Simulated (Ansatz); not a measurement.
Effect of Mg on a Se site (antisite), symmetric start on MgSe

Take a 16-atom supercell of MgSe in the rock salt structure (space group Fm-3m, No. 225; a = 5.472 Å) at its relaxed geometry as the base.

The change: a neutral Mg on a Se site (antisite), symmetric start, atoms relaxed at fixed cell.

Level of theory: r2SCAN (Ansatz, a program for electronic structure, PAW, scalar-relativistic without spin-orbit coupling). Settings: 4×4×4 k-points, 0.01 eV Fermi–Dirac smearing.

```json
{
 "pressure": "2.6 GPa (base 0.0 GPa)",
 "energy_gained_by_relaxation": "0.23 eV",
 "largest_displacement_of_a_host_atom_from_its_site_in_the_perfect_cell": "0.09 Å",
 "mean_distance_from_the_defect_site_to_its_nearest_host_atoms": "2.83 Å (base 2.74 Å)"
}
```

Cost of the whole job for the changed cell (relaxation, final SCF and bands): about 3 core-minutes (a rough figure).

The magnetic state is the one reached from the starting moments; the real material's order can differ, and small cells can't hold many antiferromagnetic ones. In so small a cell the defect repeats every few ångströms: this is an ordered compound, not a dilute defect. The mesh was chosen for an insulator and is coarse for the gapless case. The defect started on the symmetric site and kept its symmetry, so it may sit on a saddle. Seeded moments were not kept for Mg on a Se site (antisite). The defect cell is spin-polarised and ends with 0.0 μB.
